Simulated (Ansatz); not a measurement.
Levels about the gap of amorphous In10Ga10Zn10O40 (70 atoms in a cell of 897 Å³, 5.81 g/cm³; zone centre alone, so wide bands show as single levels with stretches between that a denser mesh fills), at the geometry that PBE relaxed, where it gives 0.1 GPa on a denser mesh. The participation number counts the atoms over which a state spreads; weights are charges in smoothed Voronoi cells. The levels come from a single point, so bond lengths are those of that geometry. Method of the levels: PBE, scalar-relativistic without spin-orbit coupling (Ansatz, a quantum-chemistry and plane-wave program). Sampling: the zone centre alone; Fermi-Dirac width 0.02 eV; no spin polarisation. At PBE the levels at the filled edge of the gap are localised (band-tail or defect states).

Preparation: random packing, a CHGNet melt and quench, and a DFT relaxation. O atoms were pushed apart under 1.9 Å during the dynamics, to hinder bonds among them. The hot cell started wider than the set density and was brought back towards it in steps. It is the lowest in DFT energy of 2 quenches. It is a model cell: composition and starting density were chosen by hand, and all elements were melted together. No dispersion term was used. Its density started from a set value of 6.09 and ended at 5.81 g/cm³. The simulated quench (nominally 84 K/ps over its main leg) is rapid and tends to freeze in more defects than a deposited or slowly cooled glass has. Values belong to this one cell and scatter from quench to quench. Volume and shape were free in the relaxation.

| E - E(highest filled), eV | filling | participation number | largest on | weight O | weight In | weight Zn | weight Ga |
|---|---|---|---|---|---|---|---|
| -0.43 | filled | 21.8 | O, 4 neighbours | 0.86 | 0.02 | 0.11 | 0.02 |
| -0.39 | filled | 29.6 | O, 3 neighbours | 0.83 | 0.02 | 0.13 | 0.02 |
| -0.35 | filled | 9.2 | O, 3 neighbours | 0.91 | 0.03 | 0.05 | 0.02 |
| -0.32 | filled | 19.3 | O, 3 neighbours | 0.83 | 0.02 | 0.14 | 0.02 |
| -0.25 | filled | 24.9 | O, 4 neighbours | 0.80 | 0.01 | 0.17 | 0.02 |
| -0.16 | filled | 9.5 | O, 3 neighbours | 0.87 | 0.02 | 0.10 | 0.01 |
| 0.00 | filled | 7.1 | O, 4 neighbours | 0.88 | 0.02 | 0.09 | 0.01 |
| 0.64 | empty | 64.8 | In, 5 neighbours | 0.51 | 0.21 | 0.15 | 0.13 |
| 3.20 | empty | 28.9 | In, 5 neighbours | 0.58 | 0.28 | 0.05 | 0.09 |
| 3.40 | empty | 32.8 | In, 6 neighbours | 0.60 | 0.26 | 0.09 | 0.05 |
| 3.43 | empty | 43.7 | In, 5 neighbours | 0.60 | 0.26 | 0.07 | 0.07 |
| 3.54 | empty | 36.6 | In, 6 neighbours | 0.58 | 0.30 | 0.06 | 0.05 |
| 3.90 | empty | 43.6 | Ga, 4 neighbours | 0.56 | 0.14 | 0.16 | 0.15 |
| 4.09 | empty | 42.9 | Ga, 4 neighbours | 0.58 | 0.18 | 0.08 | 0.16 |

Most localised among these is the filled level at +0.00 eV, on a O atom, which has 4 neighbours (Ga 1.94 Å, Zn 2.05 Å, In 2.21 Å, Zn 2.27 Å).
